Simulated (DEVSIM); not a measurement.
System: In0.49Ga0.51P/GaAs n-p heterojunction, at 400 K.

Layer 1 from the left is In0.49Ga0.51P, thickness (μm) 1.80, Nd (cm⁻³) 7.4e16, τn (s) 8.5e-10, τp (s) 8.5e-10. Layer 2 from the left is GaAs, thickness (μm) 0.750, Na (cm⁻³) 8.4e15, τn (s) 2.6e-8, τp (s) 8.5e-10.

Left contact: ohmic. Right contact: ohmic. Voltage is applied to the left contact. Recombination: SRH at mid-gap, Auger. Mobility is μmin + (μ − μmin)/(1 + (N/Nref)^α).

Constants are typed, rounded textbook-type inputs, not results; the design itself was drawn at random and stands for no fabricated device. Values at 300 K; Nc and Nv go as T^1.5, mobilities as T to minus their exponent, the gap by Varshni's rule with the affinity fixed.

In0.49Ga0.51P: gap (eV) 1.89, affinity (eV) 4, permittivity 11.8, Nc (cm⁻³) 9e17, Nv (cm⁻³) 1.3e19, μn (cm²/Vs) 1500, μp (cm²/Vs) 80, μn,min 400, μp,min 15, Nref,n 2e16, Nref,p 1.5e17, αn 0.7, αp 0.8, T exponent of μn 1.66, T exponent of μp 2, Cn (cm⁶/s) 3e-30, Cp (cm⁶/s) 3e-30, Varshni α (eV/K) 0.0005, Varshni β (K) 250. GaAs: gap (eV) 1.424, affinity (eV) 4.07, permittivity 12.9, Nc (cm⁻³) 4.7e17, Nv (cm⁻³) 9e18, μn (cm²/Vs) 8500, μp (cm²/Vs) 400, μn,min 500, μp,min 20, Nref,n 6e16, Nref,p 1.5e17, αn 0.39, αp 0.38, T exponent of μn 2.1, T exponent of μp 2.2, Cn (cm⁶/s) 1e-30, Cp (cm⁶/s) 1e-30, Varshni α (eV/K) 0.000541, Varshni β (K) 204.

Model (solved in DEVSIM): 1D drift-diffusion, Boltzmann statistics, complete ionisation; no tunnelling, impact ionisation, image-force lowering or self-heating. Band offsets follow the typed affinities; no thermionic-emission limit at abrupt steps, no polarisation charge.

**Question.** What does the simulation give for the dark forward voltage at 100 A/cm², the largest field in the device at zero bias?

**Answer.** dark forward voltage at 100 A/cm² 0.861 V; largest field in the device at zero bias 51000 V/cm.
